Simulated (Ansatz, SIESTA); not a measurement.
**Code comparison for a sheet of PbO (4 atoms in the cell)**

Self-consistent single point.

```
PbO
1.0
    3.91851     0.00000     0.00000
    0.00000     3.91851     0.00000
    0.00000     0.00000    16.36593
Pb O
2 2
Direct
  0.50000   0.00000   0.57228
  0.00000   0.50000   0.42772
  0.00000   0.00000   0.50000
  0.50000   0.50000   0.50000
```

Shared settings, as Ansatz (a program for electronic structure) writes them: kpoints.mp_grid.grid = 6 6 1; magnetization.spin_orbit = true; scf.occupations.method = gaussian; scf.occupations.width = 0.1 eV. Potentials and cutoffs stand in the table.

```json
[
 {"code": "SIESTA", "model": "GGA PBE with spin-orbit coupling, numerical atomic orbitals DZP, PseudoDojo PBE fully relativistic norm-conserving potentials (rewritten from UPF to PSML)", "largest force (eV/Å)": "1.377", "gap on the mesh (eV)": "2.710", "cutoff": "grid 350 Ry"},
 {"code": "Ansatz", "model": "PBE with spin-orbit coupling, PAW files", "largest force (eV/Å)": "1.085", "gap on the mesh (eV)": "2.681", "cutoff": "420 eV"}
]
```

Gaps are read on the mesh.

The spread over the programs that give each value: largest force within 0.292 eV/Å; gap on the mesh within 0.029 eV.

SIESTA uses small atom-centred bases, whose incompleteness enters pressures, forces and empty levels differently from a plane-wave cutoff.

The starting cell was generated: these elements placed on a structure prototype, without a prior relaxation; it need not be a known phase or ordering of this composition. Its lattice was rescaled in the plane by a random factor within 2.5 % of one.

Keys are those of Ansatz 0.2.
